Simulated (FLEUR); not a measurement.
Band structure of SrAlGe (P-6m2, 3 atoms in the cell).

```
CELL_PARAMETERS angstrom
      4.29652     0.00000     0.00000
     -2.14826     3.72090     0.00000
      0.00000     0.00000     4.77902
ATOMIC_POSITIONS crystal
  Sr 0.00000 0.00000 0.00000
  Al 0.66667 0.33333 0.50000
  Ge 0.33333 0.66667 0.50000
```

Level of theory: FLEUR with PBEsol, all-electron FLAPW (FLEUR), scalar-relativistic valence.

Settings: Kmax = 4.6 1/bohr; GmaxXC = 18.4 1/bohr; xcFunctional = PBEs; jspins = 1; l_soc = F; mode = hist; fermiSmearingEnergy = 0.00183747 Htr; mesh (inpgen div1-3) = 6 6 5; inpgen gamma flag = true; Gmax = 18.4 1/bohr; numbands = 0; maxIterBroyd = 15; imix = Anderson; alpha = 0.05.

The starting cell comes from a database of computed structures (which also holds hypothetical and non-ambient phases and stackings), without a prior relaxation at this level. Values depend on the basis (sphere radii, cutoffs, local orbitals), which need not be converged.

Levels in eV from the Fermi level, bands 11 to 18:
| point | 11 | 12 | 13 | 14 | 15 | 16 | 17 | 18 |
|---|---|---|---|---|---|---|---|---|
| Γ | -1.67 | -1.25 | -1.25 | -0.62 | 0.60 | 2.75 | 2.75 | 4.20 |
| M | -6.01 | -2.11 | -1.38 | -0.52 | 1.58 | 2.63 | 3.20 | 3.42 |
| K | -5.70 | -4.20 | -0.92 | 0.12 | 2.04 | 2.71 | 3.53 | 5.16 |
| A | -4.15 | -0.90 | -0.90 | 0.76 | 1.54 | 1.54 | 2.65 | 2.65 |
| L | -5.56 | -2.45 | -1.85 | -1.14 | 0.86 | 3.72 | 5.16 | 5.26 |
| H | -5.78 | -3.45 | -1.58 | -0.81 | 2.34 | 3.69 | 4.76 | 5.10 |
